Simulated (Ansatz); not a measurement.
**TiC: response to strain**

Consider TiC in the rock salt structure (space group Fm-3m, No. 225; a = 4.3278 Å; relaxed with 0.1 eV smearing). Axes: x, y, z lie along the cube axes.

Strains are applied to the cell and any free atomic positions relax; under biaxial strain the out-of-plane vector relaxes too.

Method: plane-wave PAW DFT at the r2SCAN level (Ansatz, an electronic-structure program, 500 eV), spin-orbit coupling left out.

Notes on the quantities. in-plane stress: mean in-plane stress (compression positive); energy relative to the base: free energy F.

| change | out-of-plane strain | in-plane stress | energy relative to the base |
|---|---|---|---|
| base | – | – | 0 meV/atom |
| biaxial strain +0.50 %, plane normal [001], relaxed out of plane | -0.24 % | -2.9 GPa | +0.9 meV/atom |
| biaxial strain +1.00 %, plane normal [001], relaxed out of plane | ___ | ___ | ___ |
| biaxial strain +1.50 %, plane normal [001], relaxed out of plane | -0.70 % | -8.2 GPa | +8.0 meV/atom |
| biaxial strain +2.00 %, plane normal [001], relaxed out of plane | -0.93 % | -10.6 GPa | +14 meV/atom |
| biaxial strain +2.50 %, plane normal [001], relaxed out of plane | -1.14 % | -12.9 GPa | +22 meV/atom |
| biaxial strain +3.00 %, plane normal [001], relaxed out of plane | -1.35 % | -15.1 GPa | +31 meV/atom |

Q: Some entries are withheld; estimate them.

A: 
- biaxial strain +1.00 %, plane normal [001], relaxed out of plane, out-of-plane strain: -0.48 %
- biaxial strain +1.00 %, plane normal [001], relaxed out of plane, in-plane stress: -5.6 GPa
- biaxial strain +1.00 %, plane normal [001], relaxed out of plane, energy relative to the base: +3.6 meV/atom

Whether these cells are dynamically stable was not tested. All final runs are without spin polarisation.
